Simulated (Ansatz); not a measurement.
**A computed series for MgTe: pressure series**

The parent structure is MgTe in the wurtzite structure (space group P6_3mc, No. 186; a = 4.608 Å, c = 7.501 Å).

Cell and atoms are relaxed at each pressure.

The values are results of Ansatz (a quantum-chemistry and plane-wave program) PBE, scalar-relativistic without spin-orbit coupling, not measurements.

Notes on the quantities. enthalpy: H = E + PV relative to the base's energy.

| variant | enthalpy | density |
|---|---|---|
| base | – | 3.66 g/cm³ |
| pressure 5 GPa | +1.01 eV/atom | 4.11 g/cm³ |
| pressure 7.5 GPa | +1.48 eV/atom | 4.29 g/cm³ |
| pressure 10 GPa | +1.93 eV/atom | 4.45 g/cm³ |

Load acts through the strain it causes; cell and atoms are relaxed under it. Stability against distortions was not tested. Tetrahedral semiconductors of this kind turn to denser phases somewhere between about 1 and 50 GPa; those were not computed, so compressed cells here can lie past the real transition.
